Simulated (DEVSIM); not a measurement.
Model (solved in DEVSIM): 1D drift-diffusion, Boltzmann statistics, complete ionisation; no tunnelling, impact ionisation, image-force lowering or self-heating.

Structure: abrupt Si n-p junction, at 400 K.

```csv
layer (left to right),material,thickness (μm),Nd (cm⁻³),Na (cm⁻³),τn (s),τp (s)
1,Si,2.60,8.6e17,-,2.2e-5,2.2e-5
2,Si,2.80,-,1.8e17,2.2e-5,2.2e-5
```

Left contact: ohmic. Right contact: ohmic. Voltage is applied to the left contact. Recombination: SRH at mid-gap. Gap narrowing is on: ΔEg = 6.92 meV × (l + √(l² + 0.5)), l = ln(N/1.3e17 cm⁻³), shared equally by both band edges. Mobility is μmin + (μ − μmin)/(1 + (N/Nref)^α).

The device is made up for the run: typed textbook-type constants, with dimensions and the other settings drawn at random. Values at 300 K; Nc and Nv go as T^1.5, mobilities as T to minus their exponent, the gap by Varshni's rule with the affinity fixed. The table also holds parameters that only a changed run uses.

```
parameter               Si
----------------  --------
gap (eV)             1.124
affinity (eV)         4.05
permittivity          11.7
Nc (cm⁻³)          2.86e19
Nv (cm⁻³)           3.1e19
μn (cm²/Vs)           1417
μp (cm²/Vs)            470
μn,min                  52
μp,min                  45
Nref,n              9.7e16
Nref,p              2.2e17
αn                    0.68
αp                    0.72
T exponent of μn       2.3
T exponent of μp       2.2
Cn (cm⁶/s)         2.8e-31
Cp (cm⁶/s)         9.9e-32
Varshni α (eV/K)  0.000473
Varshni β (K)          636
```

One input was changed, with this effect: dark forward voltage at 100 A/cm² 0.622 → 0.539 V; largest field in the device at zero bias little changed (170000 V/cm); potential step across the device at zero bias 0.751 → 0.681 V; dark forward voltage at 1 A/cm² 0.460 → 0.357 V.

Q: Which change was it?
A. Auger recombination switched on
B. minority lifetime in layer 2 2.2e-05 → 6.6e-06 s
C. doping Na of layer 2 1.8e+17 → 1.8e+16 cm^-3
D. temperature 400 → 450 K
E. constant mobility in place of the doping-dependent one
F. minority lifetime in layer 1 2.2e-05 → 0.00066 s

A: D, temperature 400 → 450 K
